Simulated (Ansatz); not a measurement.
Input:

```
CELL_PARAMETERS angstrom
      3.12797     0.00000     0.00000
      0.00000     3.12797     0.00000
      1.56399    -1.56399     2.24180
ATOMIC_POSITIONS crystal
  Hf 0.00000 0.00000 0.00000
  N  0.50000 0.50000 0.00000
```

No spin polarisation.

Method: LDA in Ansatz (plane waves to 420 eV, PAW, scalar-relativistic without spin-orbit coupling). k-mesh 22×22×22 (Γ-centred); smearing 0.1 eV (Fermi–Dirac).

Task: Predict the band gap.

Result: Zero.

Task: Predict the mean in-plane stress (compression positive).

Result: +8.0 GPa.

Task: Estimate the space group.

Result: I4/mmm (No. 139).

The cells carry an imposed strain or load. Stability against distortions was not tested. The final runs are not spin-polarised. The cell was made from HfN in the rock salt structure (space group Fm-3m, No. 225) by this change: biaxial strain −1.00 %, plane normal [001], relaxed out of plane.

Ansatz is a program for electronic structure.
